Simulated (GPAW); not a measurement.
Band structure of Mn2Ge (P6_3/mmc, 6 atoms in the cell).

```
Mn2Ge
1.0
    4.14495     0.00000     0.00000
   -2.07248     3.58963     0.00000
    0.00000     0.00000     5.05503
Mn Ge
4 2
Direct
  0.00000   0.00000   0.50000
  0.00000   0.00000   0.00000
  0.66667   0.33333   0.25000
  0.33333   0.66667   0.75000
  0.66667   0.33333   0.75000
  0.33333   0.66667   0.25000
```
Moments meant for the start (each program seeds them in its own way; μB, in the order of the atoms Mn Mn Mn Mn Ge Ge): 4.0 4.0 4.0 4.0 0.0 0.0.

Level of theory: LDA (Perdew-Wang 92), GPAW PAW datasets LDA (gpaw-data 1.0.1) (plane waves; GPAW 25.7.0).

Settings: spinpol = true; mode = pw; ecut = 850 eV; xc = LDA; kpts = 5 5 3; mesh shift (steps) = 0 0 0; occupations.name = methfessel-paxton; occupations.width = 0.05 eV; occupations.order = 0; nbands = -12; symmetry.symmorphic = false; symmetry.tolerance = 0.0005; maxiter = 150; bandpath_npoints = 40.

The starting cell comes from a database of computed structures (which also holds hypothetical and non-ambient phases and stackings), without a prior relaxation at this level. Its lattice was rescaled by a random factor within 2.5 % of one. The magnetic order is the one reached from the typed start; others were not searched systematically.

Levels in eV from the Fermi level, bands 35 to 42 of the first spin channel:
| point | 35 | 36 | 37 | 38 | 39 | 40 | 41 | 42 |
|---|---|---|---|---|---|---|---|---|
| Γ | -0.51 | -0.13 | 0.44 | 0.44 | 1.54 | 2.40 | 2.75 | 3.60 |
| M | -0.69 | -0.51 | -0.48 | -0.33 | -0.27 | 0.39 | 0.66 | 1.55 |
| K | -1.04 | -0.75 | -0.75 | -0.28 | -0.27 | 0.66 | 1.37 | 1.37 |
| A | -0.30 | -0.30 | -0.30 | -0.30 | 1.65 | 1.65 | 3.94 | 3.94 |
| L | -0.82 | -0.82 | -0.53 | -0.53 | 0.10 | 0.10 | 1.92 | 1.92 |
| H | -0.73 | -0.73 | -0.24 | -0.24 | -0.19 | -0.19 | 0.84 | 0.84 |

Bands cross the Fermi level along this path, so the cell is metallic at this level.

The net moment of the cell came out as 8.08 μB.
